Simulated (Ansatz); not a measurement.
System: C (R-3m, No. 166, 4 atoms in the cell; start mp-2516584; another form than the element's usual one). Method: PBEsol (plane waves, PAW; Ansatz, a program for electronic structure).

Numerical settings: plane-wave cutoff 520 eV, 16×16×16 k mesh, Fermi–Dirac smearing 0.01 eV, scalar-relativistic PAW data made under PBE.

Computed at the level's own relaxed cell.

```
C
1.0
    1.22930     0.70974     7.76904
   -1.22930     0.70974     7.76904
    0.00000    -1.41947     7.76904
C
4
Direct
  0.92153   0.92153   0.92153
  0.07847   0.07847   0.07847
  0.25486   0.25486   0.25486
  0.74514   0.74514   0.74514
```

### Question
List the 10 lowest band energies at Γ above −25 eV (eV, relative to the valence band maximum), grouping those that round alike.

### Answer
At Γ: -19.51, -19.40, -8.07, -7.13, -2.90 (×4), 3.35, 7.73.

A start named mp-… is a Materials Project structure, which need not be a measured phase.
